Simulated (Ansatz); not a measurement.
The reference is BeTe in the zinc blende structure (space group F-43m, No. 216; a = 5.6569 Å).

Levels (all Ansatz, a program for electronic structure, PAW): r2SCAN (500 eV, no spin-orbit coupling); HSE06 (420 eV, no spin-orbit coupling).

Its gap is 2.38 eV with r2SCAN and 2.69 eV with HSE06.

Modification: cell and atoms relaxed at a pressure of 15 GPa.

With r2SCAN the gap becomes 1.88 eV.

### Question
If the HSE06 correction stayed the same, what would the HSE06 gap be, and what does the HSE06 run give?

### Answer
A rigid correction of +0.31 eV gives 2.19 eV. The HSE06 run gives 2.18 eV, so the two effects roughly add.

Single points use the geometry relaxed with r2SCAN. The hybrid gap comes from the SCF mesh plus the semilocal run's edge points and a few special points and is an upper bound. With Te present, leaving out spin-orbit coupling can change the band edges. Load acts through the strain it causes; cell and atoms are relaxed under it. No phonon test of stability was made. No other phases were tried under pressure.
